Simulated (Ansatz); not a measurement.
For Ta2C (model structure, started from the Cu2Sb type, P4/nmm, No. 129, 6 atoms in the cell), LDA (Ansatz, a quantum-chemistry and plane-wave program, PAW) gives:

| Property | Value |
|---|---|
| equilibrium lattice constant a | 3.461 Å |
| lattice parameter c | 6.429 Å |
| bulk modulus | 283 GPa |
| cohesive energy | 9.07 eV/atom |

What does r²SCAN (Ansatz, plane waves, PAW) give for the same quantities?


- lattice constant a: 3.503 Å (goes up by 1.2 %)
- lattice parameter c: 6.507 Å (increases by 1.2 %)
- bulk modulus: 263 GPa (decreases by 7.1 %)
- cohesive energy: 7.51 eV/atom (drops by 1.56 eV/atom)

Changes are worked out from the printed values.

Unless a cell is named, each level is at its own relaxed cell (LDA 12.83, r²SCAN 13.31 Å³/atom).

Levels without +SOC leave out spin–orbit coupling, which shifts energies and cells of such heavy elements.

Caveats: the bulk modulus is −V dP/dV from two relaxed cells at ±2 % in volume (LDA, r²SCAN). Ansatz's density-functional and Hartree–Fock values are scalar-relativistic unless marked +SOC, with PAW data made under PBE.

A model structure was made by putting elements into a prototype or built by hand; it is no filed structure, need not be a known phase, and can be a saddle point held by its symmetry.
